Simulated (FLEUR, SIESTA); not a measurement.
A SIESTA input for a self-consistent single point of SiO₂ (P4_2/mnm, 6 atoms in the cell) (DFT, GGA PBE, numerical atomic orbitals DZP, PseudoDojo PBE standard norm-conserving potentials (rewritten from UPF to PSML)):

```
# files in the folder: Si.psml O.psml (PseudoDojo PBE standard)
SystemName  SiO2
SystemLabel SiO2

NumberOfAtoms                6
NumberOfSpecies              2
%block ChemicalSpeciesLabel
  1 14 Si
  2 8 O
%endblock ChemicalSpeciesLabel
LatticeConstant              1.0 Ang
%block LatticeVectors
     4.222218000    0.000000000    0.000000000
     0.000000000    4.222218000    0.000000000
     0.000000000    0.000000000    2.696967000
%endblock LatticeVectors
AtomicCoordinatesFormat      Ang
%block AtomicCoordinatesAndAtomicSpecies
     0.000000000    0.000000000    0.000000000  1
     2.111109000    2.111109000    1.348483500  1
     1.291998708    1.291998708    0.000000000  2
     3.403107708    0.819110292    1.348483500  2
     0.819110292    3.403107708    1.348483500  2
     2.930219292    2.930219292    0.000000000  2
%endblock AtomicCoordinatesAndAtomicSpecies

XC.functional                GGA
XC.authors                   PBE
PAO.BasisSize                DZP
PAO.EnergyShift              0.01 Ry
MeshCutoff                   300 Ry
%block kgrid.MonkhorstPack
    5   0   0  0.0
    0   5   0  0.0
    0   0   8  0.0
%endblock kgrid.MonkhorstPack
OccupationFunction           FD
ElectronicTemperature        580.23 K

MaxSCFIterations             150
SCF.Mixer.Method             Pulay
SCF.Mixer.Weight             0.25
SCF.Mixer.History            8
SCF.DM.Tolerance             1.0E-04
Diag.ParallelOverK           true
WriteForces                  true
```

### Question
Translate this input to FLEUR.

### Answer
This is the input that was run; spellings and numerical settings could be chosen otherwise.

Input of the input generator:

```
SiO2
&input film=f /
4.2222180000 0.0000000000 0.0000000000
0.0000000000 4.2222180000 0.0000000000
0.0000000000 0.0000000000 2.6969670000
1.8897261246
1.0 1.0 1.0

6
14 -0.0000000000 0.0000000000 0.0000000000
14 0.5000000000 0.5000000000 0.5000000000
8 0.3060000000 0.3060000000 -0.0000000000
8 0.8060000000 0.1940000000 0.5000000000
8 0.1940000000 0.8060000000 0.5000000000
8 0.6940000000 0.6940000000 -0.0000000000

&comp jspins=1 /
&kpt div1=5 div2=5 div3=8 gamma=t /
&end /
```

```xml
<?xml version="1.0" encoding="UTF-8" standalone="no"?>
<fleurInput fleurInputVersion="0.39">
   <comment>
      SiO2                                                                                                
   </comment>
   <calculationSetup>
      <cutoffs Kmax="4.1" Gmax="12.3" GmaxXC="12.3" numbands="0"/>
      <scfLoop itmax="60" minDistance="0.00001" maxIterBroyd="25" imix="Anderson" alpha="0.05" precondParam="0.0" spinf="2.0"/>
      <coreElectrons ctail="T" frcor="F" kcrel="0" coretail_lmax="0"/>
      <xcFunctional name="pbe" relativisticCorrections="F"/>
      <magnetism jspins="1"/>
      <soc l_soc="F" theta="0.0" phi="0.0" spav="F"/>
      <expertModes spex="0" secvar="F"/>
      <geometryOptimization l_f="T" forcealpha="1.0" forcemix="BFGS" epsdisp="0.00001" epsforce="0.00001"/>
      <ldaU l_linMix="F" mixParam="0.05" spinf="1.0"/>
   </calculationSetup>
   <cell>
      <bzIntegration valenceElectrons="32.0" mode="hist" fermiSmearingEnergy="0.00183747">
         <kPointListSelection listName="default-1"/>
         <!-- k-points included here -->
         <xi:include xmlns:xi="http://www.w3.org/2001/XInclude" href="kpts.xml"> </xi:include>
      </bzIntegration>
      <!-- symmetry operations included here -->
      <xi:include xmlns:xi="http://www.w3.org/2001/XInclude" href="sym.xml"> </xi:include>
      <bulkLattice scale="1.0">
         <bravaisMatrix>
            <row-1>    7.9788356583563615     0.0000000000000000     0.0000000000000000</row-1>
            <row-2>    0.0000000000000000     7.9788356583563615     0.0000000000000000</row-2>
            <row-3>    0.0000000000000000     0.0000000000000000     5.0965289970840875</row-3>
         </bravaisMatrix>
      </bulkLattice>
   </cell>
   <atomSpecies>
      <species name="Silicon (Si)" element="Si" atomicNumber="14">
         <mtSphere radius="1.68" gridPoints="579" logIncrement="0.019"/>
         <atomicCutoffs lmax="6" lnonsphr="4"/>
         <electronConfig flipSpins="F">
            <coreConfig>(1s1/2) (2s1/2) (2p1/2) (2p3/2)</coreConfig>
            <valenceConfig>(3s1/2) (3p1/2) (3p3/2)</valenceConfig>
            <stateOccupation state="(3p1/2)" spinUp="0.3333333333333" spinDown="0.3333333333333"/>
            <stateOccupation state="(3p3/2)" spinUp="0.6666666666667" spinDown="0.6666666666667"/>
         </electronConfig>
         <energyParameters s="3" p="3" d="3" f="4"/>
      </species>
      <species name="Oxygen (O)" element="O" atomicNumber="8">
         <mtSphere radius="1.45" gridPoints="503" logIncrement="0.021"/>
         <atomicCutoffs lmax="6" lnonsphr="4"/>
         <electronConfig flipSpins="F">
            <coreConfig>(1s1/2)</coreConfig>
            <valenceConfig>(2s1/2) (2p1/2) (2p3/2)</valenceConfig>
            <stateOccupation state="(2p1/2)" spinUp="0.6666666666667" spinDown="0.6666666666667"/>
            <stateOccupation state="(2p3/2)" spinUp="1.3333333333333" spinDown="1.3333333333333"/>
         </electronConfig>
         <energyParameters s="2" p="2" d="3" f="4"/>
      </species>
   </atomSpecies>
   <atomGroups>
      <atomGroup species="Silicon (Si)">
         <relPos label="                   1">.0000000000 .0000000000 .0000000000</relPos>
         <relPos label="                   2">1.000/2.000 1.000/2.000 1.000/2.000</relPos>
         <force calculate="T" relaxXYZ="TTT"/>
      </atomGroup>
      <atomGroup species="Oxygen (O)">
         <relPos label="                   3">.3060000000 .3060000000 .0000000000</relPos>
         <relPos label="                   4">-.1940000000 .1940000000 1.000/2.000</relPos>
         <relPos label="                   5">.1940000000 -.1940000000 1.000/2.000</relPos>
         <relPos label="                   6">-.3060000000 -.3060000000 .0000000000</relPos>
         <force calculate="T" relaxXYZ="TTT"/>
      </atomGroup>
   </atomGroups>
   <output dos="F" band="F" slice="F">
      <checks vchk="F" cdinf="F"/>
      <bandDOS minEnergy="-.5*Htr" maxEnergy="0.5*Htr" sigma="0.015" storeEVData="T"/>
      <vacuumDOS vacdos="F" integ="F" star="F" nstars="0" locx1="0.0" locy1="0.0" locx2="0.0" locy2="0.0" nstm="0" tworkf="0.0"/>
      <unfoldingBand unfoldBand="F" supercellX="1" supercellY="1" supercellZ="1"/>
      <plotting iplot="0" polar="F">
         <plot TwoD="T" vec1="  1.0  0.0  0.0" vec2="  0.0  1.0  0.0" vec3="  0.0  0.0  1.0" zero="  0.0  0.0  0.0" file="plot"/>
      </plotting>
      <chargeDensitySlicing numkpt="0" minEigenval="0.0" maxEigenval="0.0" nnne="0" pallst="F"/>
      <specialOutput eonly="F"/>
      <magneticCircularDichroism mcd="F" energyLo="-10.0" energyUp="0.0"/>
   </output>
  <!-- We include the file relax.xml here to enable relaxations (see documentation) -->
  <xi:include xmlns:xi="http://www.w3.org/2001/XInclude" href="relax.xml"> <xi:fallback/> </xi:include>
</fleurInput>
```

Basis settings and potentials, where a program has them, do not carry over. This input uses DFT, PBE, all-electron FLAPW (FLEUR), scalar-relativistic valence.

The starting cell has typed, rounded lattice constants, without a prior relaxation at this level. Its lattice was rescaled by a random factor within 2.5 % of one.
